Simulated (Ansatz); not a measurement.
Model glasses of amorphous SiO2, 74 to 77 atoms (Si24O48 before any change). Each row is one cell at a composition chosen by hand, melted whole on the CHGNet potential with the anions pushed apart under 1.9 Å, quenched within some picoseconds, far faster than a real film, and relaxed with PBE, scalar-relativistic without spin-orbit coupling (plane waves to 420 eV, PAW; Ansatz, a first-principles code). Each is the lower in DFT energy of 2 quenches. Cycles of charging and discharging were tried on some cells ahead of these points, and a cell that came back lower was taken. The column on the box says what of it was relaxed with the atoms; held means as the quench left it. Cells that kept moments or hold spare charge are left out, and those that charging annealed.

From the neutral cell one electron is taken away, or one added, and the atoms relax (PBE, the zone centre alone, moment held at 1 μB, uniform background; no image-charge correction, which leaves W too low where the charge is localised). W = E(+1) + E(−1) − 2 E(0) is the cost of moving an electron from one such cell to another; the spacing parts the highest filled and lowest empty level of the neutral cell, which ran without spin polarisation.

Formal charges balance in every cell (each cation at its usual highest valence, Cu and Ag at +1, Sb at +3, H at +1, O at −2, N at −3, F and Cl at −1). R− and R+ are the energies that the atoms' relaxation gave back after the electron was added or removed.

| cell | change | box | spacing (eV) | R− (eV) | R+ (eV) | spacing − R− − R+ (eV) | W (eV) |
|---|---|---|---|---|---|---|---|
| Si24O51Sb2 | +3 O, +2 Sb | shape | 1.17 | 1.20 | 0.67 | -0.70 | 1.32 |
| Si24O50Sn | +2 O, +1 Sn | shape | 2.83 | 0.90 | 1.34 | 0.59 | 1.38 |
| Si24O49Ag2 | +2 Ag, +1 O | volume and shape | 2.87 | 0.58 | 0.31 | 1.98 | 2.87 |
| Si24O49Na2 | +2 Na, +1 O | shape | 2.98 | 0.04 | 0.45 | 2.49 | 3.54 |
| Si24O49Ba | +1 Ba, +1 O | shape | 4.01 | 0.54 | 0.46 | 3.01 | 3.68 |
| Si24O50Ti | +2 O, +1 Ti | volume and shape | 4.20 | 0.42 | 0.02 | 3.76 | 4.52 |
| Si24O51Y2 | +3 O, +2 Y | shape | 4.25 | 0.02 | 0.25 | 3.98 | withheld |
| Si24O49Zn | +1 O, +1 Zn | shape | 4.54 | 0.11 | 0.10 | 4.33 | 4.75 |
| Si24O49Be | +1 Be, +1 O | shape | 5.06 | 0.02 | 0.09 | 4.95 | 5.19 |

Q: Fit a straight line of the last column on the one before it through the 8 full rows, and predict the withheld value for Si24O51Y2.

A: Means: x = 2.551, y = 3.406. Slope = Σ(Δx Δy) / Σ(Δx²) = 19.1958 / 25.3367 = 0.758; intercept = 3.406 − (0.758) × 2.551 = 1.472 eV; r.m.s. residual 0.256 eV. Prediction: 1.472 + (0.758) × 3.98 = 4.49 eV. The run gave 4.48 eV, a miss of 0.01 eV, within the residual.

Q: What would a slope of 1 with no intercept mean?

A: That adding and removing an electron at fixed atoms costs just the level spacing, as it does for levels spread over a large cell, so that W follows by bookkeeping. The fit has 0.758 and 1.472 eV; a departure holds the carrier's repulsion on its site, which raises W, and the uncorrected background, which lowers it.

In Si24O49Na2 the spacing lies under 0.8 of the table's widest and a localised level on an atom of the host, not next to a guest, bounds it: there a defect of the quenched network is a likely cause.
